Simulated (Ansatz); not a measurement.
# Ge on the Si site in beta Si3N4

These are PBE, PAW (plane waves to 420 eV; Ansatz, a quantum-chemistry and plane-wave program) values and carry that method's errors. The supercell holds 84 host sites (1×1×3 repeats of the unit cell), with a 2×2×2 shifted k-point sampling for the final energies. Site at the start: the Si(1,4-fold) site. Charged cells carry a point-charge image correction with potential alignment at far atoms. Dielectric constants: PBE linear response of the host. Host gap at this level: 4.25 eV. Finite-size and sampling errors can reach tenths of an eV here. PBE underestimates the host's gap, which shifts levels and can delocalise carriers. Spin–orbit coupling is left out. Each state is the lowest found from its start.

Formation energies E_f are given with the Fermi level at the valence-band maximum. Chemical conditions: N-rich (Δμ(Si) = -2.47 eV, Δμ(Ge) = -0.009 eV, bounded by Ge3N4 (P31c); only phases computed here count, gases as isolated molecules at 0 K). Reference phases: Ge: germanium, Si: silicon.

| charge | moment (μB) | largest move off a lattice site (Å) | image correction with alignment (eV) | E_f, N-rich (eV) |
|---|---|---|---|---|
| +1* | 1.0 | 0.10 | – | – |
| 0 | not spin-polarised | 0.10 | 0.00 | 0.12 |
| −1* | 1.0 | 0.21 | – | – |

* At this level the carrier isn't localised at the defect: at charge +1 holes occupy the valence band; at charge −1 electrons occupy the conduction band. Such a state is shallow or no state of the defect, and this cell gives it no level.

Flagged in the runs: a doubtful potential alignment, a host whose relaxation on this sampling wasn't shown to rest, a strain field that reaches the edge of the cell.

All states together cost about 80 core-minutes (a rough figure).
